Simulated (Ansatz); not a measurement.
**HfN, alloy series**

The reference is HfN in the rock salt structure (space group Fm-3m, No. 225; a = 4.5016 Å).

The other end (x = 1) is TaN in the rock salt structure (space group Fm-3m, No. 225): 10.47 Å³/atom, gap zero; this end may not be an ambient phase.

Ta replaces a fraction x of Hf; each row is one arrangement (x, atoms in the cell, starting space group or random), fully relaxed.

All numbers come from PBEsol in Ansatz (plane waves to 420 eV, PAW, no spin-orbit coupling).

```csv
Ta fraction x,volume per atom (Å³/atom)
0,11.403
"0.5 (P4/mmm, 4 atoms)",?
"0.75 (Cmmm, 8 atoms)",10.679
"0.75 (Pmmm, 8 atoms)",10.681
"0.75 (I4/mmm, 8 atoms)",10.680
1,10.472
```

Question: Fit V(x) = (1 − x) V(0) + x V(1) − b x(1 − x) with the ends held (b = 0 is Vegard's rule) to the rows shown and predict the withheld row.

Answer: Least squares on the printed values gives b = 0.13 Å³/atom, against 10.938 Å³/atom from the straight line alone (largest residual 0.001 Å³/atom); this predicts 10.904 Å³/atom, and the run gives 10.907 Å³/atom, 0.003 higher.

These are small ordered cells, not random alloys; other orderings at the same x differ. No phonon test of stability was made. The final runs are not spin-polarised. An odd electron count without spin: HfTaN2, HfN and HfTa3N4. This is not the structure that TaN has at room temperature and ambient pressure.

Ansatz is a first-principles code.
